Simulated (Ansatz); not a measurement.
B20 (FeSi-type) CoSi was calculated with rVV10 (plane waves, PAW; Ansatz, an electronic-structure program).

Numerical settings: plane-wave cutoff 520 eV, 12×12×12 k mesh, Fermi–Dirac smearing 0.05 eV, no spin polarisation, scalar-relativistic PAW data made under PBE.

Shape and atoms are relaxed at each volume.

Pressure at four volumes; x = ln(V/10.974 Å³). One pressure is withheld.

| V (Å³/atom) | x | P (GPa) |
|---|---|---|
| 10.535 | -0.0408 | 9.64 |
| 10.974 | 0.0000 | 0.00 |
| 11.194 | 0.0198 | -4.03 |
| 11.413 | 0.0392 | ? |

Pass a parabola P(x) through the three rows shown, estimate the bulk modulus and its pressure derivative near zero pressure, and predict the withheld pressure.

Slopes between the rows: (0.00 − (9.64))/(0.0000 − (-0.0408)) = -236.27 and (-4.03 − (0.00))/(0.0198 − (0.0000)) = -203.54 GPa. Their difference over the span 0.0606 is c = 32.73/0.0606 = 540.1 GPa, so P(x) = 9.64 + (-236.27)(x − (-0.0408)) + 540.1 (x − (-0.0408))(x − (0.0000)). At the middle row B = −dP/dx = −[-236.27 + 540.1 × 0.0408] = 214.2 GPa, and B′ = dB/dP = 2c/B = 5.0. At x = 0.0392 the parabola gives -7.57 GPa; the run gives -7.59 GPa. The Birch–Murnaghan fit to the energies at all volumes has B0 = 214 GPa and B′ = 5.0.

Measured, for comparison: bulk modulus 207 GPa (temperature not stated, no zero-point or thermal correction; as tabulated in Electronic Structure of B20 (FeSi-Type) Transition-Metal Monosilicides …). Computed (rounded) less measured: bulk modulus +3 %. A static lattice is as a rule a little smaller and stiffer than an uncorrected measurement, which narrows the difference in the bulk modulus and would widen misses of the other sign.

Note: the bulk modulus comes from volumes at which shape and atoms were relaxed.
